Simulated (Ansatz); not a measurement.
Take GaP in the zinc blende structure (space group F-43m, No. 216; a = 5.451 Å) as the base. Axes: x, y, z lie along the cube axes.

The values are results of Ansatz (a program for electronic structure), r2SCAN, PAW, cutoff 500 eV, no spin-orbit coupling, not measurements.

Strains are applied to the cell and any free atomic positions relax.

One change was made to it. Results:

```json
[
 {"quantity": "energy relative to the base (free energy F)", "base": "0 meV/atom", "after": "+7.9 meV/atom"},
 {"quantity": "band gap", "base": "1.85 eV", "after": "1.75 eV"}
]
```

Which change produced these results?
(A) uniaxial strain ε_zz = +3.00 %
(B) uniaxial strain ε_zz = +2.00 %
(C) uniaxial strain ε_zz = +1.00 %
(D) uniaxial strain ε_zz = +2.50 %

A, uniaxial strain ε_zz = +3.00 %. For comparison, the energy relative to the base in the other runs: uniaxial strain ε_zz = +2.00 % gives +3.5 meV/atom; uniaxial strain ε_zz = +2.50 % gives +5.5 meV/atom; uniaxial strain ε_zz = +1.00 % gives +0.9 meV/atom.

Stability against distortions was not tested.
